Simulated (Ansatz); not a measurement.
## Pt: Pt → Ni

The parent structure is Pt in the fcc (Cu type) structure (space group Fm-3m, No. 225; a = 3.940 Å).

It is then changed as follows: Ni takes the place of Pt on all its sites, then cell and atoms are relaxed.

Calculations: plane-wave PAW DFT at the r2SCAN level (Ansatz, a quantum-chemistry and plane-wave program, 500 eV), scalar-relativistic without spin-orbit coupling. Γ-centred 23×23×23 mesh, Fermi–Dirac width 0.05 eV, for the changed cell.

The volume per atom falls by 4.77 Å³ (15.29 Å³ → 10.52 Å³) and the density falls by 11.916 g/cm³ (21.18 g/cm³ → 9.27 g/cm³). The lattice parameter a decreases by 0.462 Å to 3.478 Å and the space group remains Fm-3m (No. 225). The shortest interatomic distance drops by 0.327 Å, from 2.786 Å to 2.459 Å and the band gap is still zero. The magnetic state becomes ferromagnetic (base: not spin-polarised) and the largest site moment goes from zero to 0.81 μB.

The magnetic state is the one reached from the starting moments; the real material's order can differ, and small cells can't hold many antiferromagnetic ones. Whether these cells are dynamically stable was not tested. Spin-polarised in the final run: Ni; the other runs are not.
